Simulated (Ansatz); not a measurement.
Levels about the gap of amorphous IGZO (In₁₂Ga₁₂Zn₁₂O₄₈) (84 atoms in a cell of 1089 Å³, 5.74 g/cm³; zone centre alone, so wide bands show as single levels with stretches between that a denser mesh fills), at the geometry that PBE relaxed, where it gives 0.1 GPa on a denser mesh. The participation number counts the atoms over which a state spreads; weights are charges in smoothed Voronoi cells. The levels come from a single point, so bond lengths are those of that geometry. Method of the levels: PBE, scalar-relativistic without spin-orbit coupling (Ansatz, an electronic-structure program). Sampling: the zone centre alone; Fermi-Dirac width 0.02 eV; no spin polarisation. At PBE the levels at the filled edge of the gap are localised (band-tail or defect states).

A CHGNet melt-quench gave the starting glass, which DFT then relaxed. O atoms were pushed apart under 1.9 Å during the dynamics, to hinder bonds among them. The hot cell started wider than the set density and was brought back towards it in steps. It is the lowest in DFT energy of 4 quenches. It is a model cell: composition and starting density were chosen by hand, and all elements were melted together. No dispersion term was used. A short ab initio anneal came between quench and relaxation. Its density started from a set value of 5.84 and ended at 5.74 g/cm³. The quench (nominally 340 K/ps over its main leg) was far faster than any real one, so the model tends to hold more defects than a real film. One small periodic cell is one sample of the glass; other quenches scatter about these values. Volume and shape were free in the relaxation.

```json
[
 {"E - E(highest filled), eV": "-0.29", "filling": "filled", "participation number": "23.4", "largest on": "O, 4 neighbours", "weight O": "0.90", "weight In": "0.03", "weight Zn": "0.06", "weight Ga": "0.02"},
 {"E - E(highest filled), eV": "-0.23", "filling": "filled", "participation number": "25.0", "largest on": "O, 3 neighbours", "weight O": "0.88", "weight In": "0.03", "weight Zn": "0.08", "weight Ga": "0.02"},
 {"E - E(highest filled), eV": "-0.23", "filling": "filled", "participation number": "12.7", "largest on": "O, 3 neighbours", "weight O": "0.92", "weight In": "0.02", "weight Zn": "0.05", "weight Ga": "0.02"},
 {"E - E(highest filled), eV": "-0.21", "filling": "filled", "participation number": "22.2", "largest on": "O, 3 neighbours", "weight O": "0.90", "weight In": "0.02", "weight Zn": "0.07", "weight Ga": "0.02"},
 {"E - E(highest filled), eV": "-0.14", "filling": "filled", "participation number": "15.3", "largest on": "O, 4 neighbours", "weight O": "0.81", "weight In": "0.02", "weight Zn": "0.16", "weight Ga": "0.01"},
 {"E - E(highest filled), eV": "-0.04", "filling": "filled", "participation number": "11.7", "largest on": "O, 4 neighbours", "weight O": "0.83", "weight In": "0.02", "weight Zn": "0.14", "weight Ga": "0.01"},
 {"E - E(highest filled), eV": "0.00", "filling": "filled", "participation number": "12.8", "largest on": "O, 3 neighbours", "weight O": "0.83", "weight In": "0.01", "weight Zn": "0.14", "weight Ga": "0.01"},
 {"E - E(highest filled), eV": "0.76", "filling": "empty", "participation number": "77.7", "largest on": "In, 6 neighbours", "weight O": "0.51", "weight In": "0.21", "weight Zn": "0.15", "weight Ga": "0.13"},
 {"E - E(highest filled), eV": "3.11", "filling": "empty", "participation number": "43.0", "largest on": "In, 6 neighbours", "weight O": "0.59", "weight In": "0.31", "weight Zn": "0.04", "weight Ga": "0.06"},
 {"E - E(highest filled), eV": "3.32", "filling": "empty", "participation number": "35.2", "largest on": "In, 5 neighbours", "weight O": "0.58", "weight In": "0.26", "weight Zn": "0.07", "weight Ga": "0.09"},
 {"E - E(highest filled), eV": "3.45", "filling": "empty", "participation number": "44.0", "largest on": "Zn, 3 neighbours", "weight O": "0.57", "weight In": "0.17", "weight Zn": "0.17", "weight Ga": "0.09"},
 {"E - E(highest filled), eV": "3.47", "filling": "empty", "participation number": "48.7", "largest on": "In, 5 neighbours", "weight O": "0.59", "weight In": "0.17", "weight Zn": "0.10", "weight Ga": "0.15"},
 {"E - E(highest filled), eV": "3.75", "filling": "empty", "participation number": "57.1", "largest on": "Zn, 4 neighbours", "weight O": "0.58", "weight In": "0.17", "weight Zn": "0.15", "weight Ga": "0.10"},
 {"E - E(highest filled), eV": "3.82", "filling": "empty", "participation number": "64.3", "largest on": "Zn, 3 neighbours", "weight O": "0.58", "weight In": "0.17", "weight Zn": "0.16", "weight Ga": "0.10"}
]
```

Most localised among these is the filled level at -0.04 eV, on a O atom, which has 4 neighbours (Zn 2.08 Å, Zn 2.08 Å, In 2.19 Å, In 2.23 Å).
